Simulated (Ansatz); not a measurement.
System: LiF (model structure, started from the NiAs type, P6₃/mmc, No. 194, 4 atoms in the cell). Method: r²SCAN+rVV10 (Ansatz, an electronic-structure program, PAW).

Run with plane-wave cutoff 560 eV, 12×12×8 k mesh (along the axes of the cell as run), Fermi–Dirac smearing 0.01 eV, scalar-relativistic PAW data made under PBE.

Computed at the level's own relaxed cell.

```
LiF
1.0
    2.76454     0.00000     0.00000
   -1.38227     2.39416     0.00000
    0.00000     0.00000     4.76395
Li F
2 2
Direct
  0.00000   0.00000   0.00000
  0.00000   0.00000   0.50000
  0.33333   0.66667   0.25000
  0.66667   0.33333   0.75000
```

List the 10 lowest band energies at Γ above −25 eV (eV, relative to the valence band maximum), grouping those that round alike.

At Γ: -21.31, -20.96, -2.77, -0.31, -0.19 (×2), 0.00 (×2), 10.23, 11.98.

Note: the relaxation could raise the start's symmetry but not lower it, so the cell can be a saddle point.

A model structure was made by putting elements into a prototype or built by hand; it is no filed structure, need not be a known phase, and can be a saddle point held by its symmetry.
